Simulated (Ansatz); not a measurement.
## H2O on the 1x1 (100) surface of rock-salt MgO (cut with top plane Mg + O), one in a 2x2 cell, started at the site 'bridge Mg-O (span 2.1 Å)'

Host crystal: rock-salt MgO, with a band gap (PBE, scalar-relativistic without spin-orbit coupling).

These are r2SCAN, at the PBE geometry (plane waves to 500 eV, PAW; Ansatz, a quantum-chemistry and plane-wave program) values and carry that method's errors.

Set-up: 35 atoms, 6.4 Å thick at the start under the adsorbate (thin: gaps and levels are the slab's own); mesh 3x3x1; 0.01 eV smearing; dipole correction on; single point; no symmetry held, on the structure that PBE left; no spin, no spin-orbit, no U, no dispersion correction. At the end it is bonded to Mg. In PBE it is, or lies within 0.03 eV of, the lowest of the starts that converged; the order may differ at this level.

```
Property                                                                                                                 Value
--------------------------------------------------------------------------------------  --------------------------------------
adsorption energy against H2O(g) at the same level                                                                    -0.60 eV
change of the step from the bottom to the top vacuum level, against the clean slab                                     0.12 eV
height of the binding atom over the mean of the host atoms within 0.3 Å of the top one                                 2.214 Å
nearest host atoms of the binding atom                                                  Mg at 2.24 Å, O at 2.64 Å, O at 3.14 Å
cost                                                                                               very roughly 5 core-minutes
```

A negative adsorption energy means that the adsorbate is more stable on the surface than in its reference.
